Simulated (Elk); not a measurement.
```yaml
crystal:
  lattice:
    - [2.09987, -4.88191, 0.00000]
    - [2.09987, 4.88191, 0.00000]
    - [0.00000, 0.00000, 7.12463]
  atoms:
    - { symbol: Yb, position: [0.56352, 0.43648, 0.75000] }
    - { symbol: Yb, position: [0.43648, 0.56352, 0.25000] }
    - { symbol: Al, position: [0.84836, 0.15164, 0.94444] }
    - { symbol: Al, position: [0.15164, 0.84836, 0.05556] }
    - { symbol: Al, position: [0.15164, 0.84836, 0.44444] }
    - { symbol: Al, position: [0.84836, 0.15164, 0.55556] }
    - { symbol: Pd, position: [0.28398, 0.71602, 0.75000] }
    - { symbol: Pd, position: [0.71602, 0.28398, 0.25000] }
```

Method of the run: PBEsol, all-electron FP-LAPW, Elk's shipped species files, default APW+lo basis run with Elk.

The set-up and first iterations of an Elk log for YbAl₂Pd (Cmcm, 8 atoms in the cell):

```
│ Elk code version 10.2.4 │

All units are atomic (Hartree, Bohr, etc.)

│ Ground-state run starting from atomic densities │

Lattice vectors :
   3.968188644      -9.225480419       0.000000000
   3.968188644       9.225480419       0.000000000
   0.000000000       0.000000000       13.46359754

Unit cell volume      :    985.7627842
Brillouin zone volume :   0.2516327634

Muffin-tin inner radius fraction :   0.1000000000E-01

Nuclei treated as point charges

Species :    1 (Yb)
 parameters loaded from : Yb.in
 name : ytterbium
 nuclear charge    :   -70.00000000
 electronic charge :    70.00000000
 atomic mass :    315432.6234
 muffin-tin radius :    2.576000000
 number of radial points in muffin-tin :    697
 atomic positions (lattice), magnetic fields (Cartesian) :
   1 :   0.06352000  0.43648000  0.25000000    0.00000000  0.00000000  0.00000000
   2 :  -0.06352000 -0.43648000 -0.25000000    0.00000000  0.00000000  0.00000000

   [... lines left out ...]

Muffin-tin radius times maximum |G+k| :    7.000000000
 using average radius
Maximum |G+k| for APW functions       :    3.105590062
Maximum (1/2)|G+k|²                   :    4.822344817
Maximum |G| for potential and density :    12.00000000
 potential will be trimmed for |G| > 2 gkmax
Constant for pseudocharge density :    8
Radial integration step length :    4

G-vector grid sizes :     40    40    54
Number of G-vectors :    28719

Maximum angular momentum used for
 APW functions                      :    8
 outer part of muffin-tin           :    6
 inner part of muffin-tin           :    1

Total nuclear charge    :   -284.0000000
Total core charge       :    164.0000000
Total valence charge    :    120.0000000
Total excess charge     :    0.000000000
Total electronic charge :    284.0000000

Effective Wigner radius, rₛ :   0.9392657572

Number of empty states         :   32
Total number of valence states :   92
Total number of core states    :  164

Total number of local-orbitals :  118

Exchange-correlation functional :     22     0     0
 PBEsol, Phys. Rev. Lett. 100, 136406 (2008)
 gradient requirement :    1
 generalised gradient approximation (GGA)

Smearing type :    0
 Gaussian
Smearing width :   0.3674930000E-02
Effective electronic temperature (K) :    1160.451112

Mixing type :    3
 Broyden mixing, J. Phys. A: Math. Gen. 17, L317 (1984)

Kohn-Sham potential initialised from atomic data
│ Self-consistent loop started │
│ Loop number : 1 │
 total energy                :     -38524.3194747
│ Loop number : 2 │
 total energy                :     -38811.2221729
RMS change in Kohn-Sham potential (target) :    1.476862961     (  0.1000000000E-05)
Absolute change in total energy (target)   :    286.9026982     (  0.1000000000E-03)
│ Loop number : 3 │
 total energy                :     -38716.4810062
RMS change in Kohn-Sham potential (target) :    2.112189283     (  0.1000000000E-05)
Absolute change in total energy (target)   :    23.01549214     (  0.1000000000E-03)
│ Loop number : 4 │
 total energy                :     -38891.5619853
RMS change in Kohn-Sham potential (target) :    1.244623189     (  0.1000000000E-05)
Absolute change in total energy (target)   :    169.3271061     (  0.1000000000E-03)
│ Loop number : 5 │
 total energy                :     -38850.0011454
RMS change in Kohn-Sham potential (target) :    1.430380740     (  0.1000000000E-05)
Absolute change in total energy (target)   :   0.7709366022     (  0.1000000000E-03)
│ Loop number : 6 │
 total energy                :     -39097.2427287
RMS change in Kohn-Sham potential (target) :   0.4191802616     (  0.1000000000E-05)
Absolute change in total energy (target)   :    247.4343174     (  0.1000000000E-03)
│ Loop number : 7 │
 total energy                :     -39251.2139714
RMS change in Kohn-Sham potential (target) :   0.1880309018     (  0.1000000000E-05)
   [... lines left out ...]
```

Question: How does the run end?

Answer: The run converged in 27 iterations. Convergence of the loop says nothing yet on basis, mesh or lower states. It ends on: total energy -1066747.5122 eV; Fermi level (on the code's own zero) 7.90 eV. The log goes on:

```
 total energy                :     -39202.1922606
RMS change in Kohn-Sham potential (target) :   0.2415817575E-03 (  0.1000000000E-05)
   [... lines left out ...]
 total energy                :     -39202.2478313
RMS change in Kohn-Sham potential (target) :   0.7504568558E-06 (  0.1000000000E-05)
Absolute change in total energy (target)   :   0.1833469942E-03 (  0.1000000000E-03)
│ Loop number : 25 │
 total energy                :     -39202.2479852
RMS change in Kohn-Sham potential (target) :   0.8833391970E-07 (  0.1000000000E-05)
Absolute change in total energy (target)   :   0.1997288928E-03 (  0.1000000000E-03)
│ Loop number : 26 │
 total energy                :     -39202.2480018
RMS change in Kohn-Sham potential (target) :   0.2733209956E-07 (  0.1000000000E-05)
Absolute change in total energy (target)   :   0.6649183342E-04 (  0.1000000000E-03)
Convergence targets achieved

│ Loop number : 27 │

Energies :
 Fermi                       :     0.290495823767
 total energy                :     -39202.2480056

Density of states at Fermi energy :    111.9695888
 (states/Hartree/unit cell)

Estimated indirect band gap :   0.1764078152E-02
 from k-point     16 to k-point     13
Estimated direct band gap   :   0.4696894792E-02
 at k-point     13

Charges :
 core                        :    164.0000000
 valence                     :    120.0000000
 interstitial                :    14.69685586
 muffin-tins (core leakage)
  species :    1 (Yb)
   atom    1                 :    68.04901553     (  0.5529055350E-05)
   atom    2                 :    68.04901553     (  0.5529055350E-05)
  species :    2 (Al)
   atom    1                 :    10.92492488     (  0.1207627969E-02)
   atom    2                 :    10.92492488     (  0.1207627969E-02)
   atom    3                 :    10.92492488     (  0.1207627969E-02)
   atom    4                 :    10.92492488     (  0.1207627969E-02)
  species :    3 (Pd)
   atom    1                 :    44.75270679     (  0.2918664066E-07)
   atom    2                 :    44.75270679     (  0.2918664066E-07)
 total in muffin-tins        :    269.3031441
 total calculated charge     :    283.9885755
 total charge                :    284.0000000
 error                       :   0.1142447383E-01

│ Self-consistent loop stopped │
```

For comparison: a first run was changed to give this one (lattice scaled by 0.98), and from it to this one the total energy drops by 2.9 meV/atom.

The starting cell comes from a database of computed structures (which also holds hypothetical and non-ambient phases and stackings), without a prior relaxation at this level. For this run, on top of that: lattice scaled by 0.98. Spin-orbit coupling is off. Spin polarisation is off. Values depend on the basis (sphere radii, cutoffs, local orbitals), which need not be converged. The log's line on a gap gives a spacing of levels on this mesh, which the program prints for metals too.

The run was DFT, PBEsol, all-electron FP-LAPW, Elk's shipped species files, default APW+lo basis. Main settings of its input:

- xctype: 22
- stype: 0
- swidth: 0.00367493 Ha
- ngridk: 5 5 3
- rmtscf: 0.92
- maxscl: 100
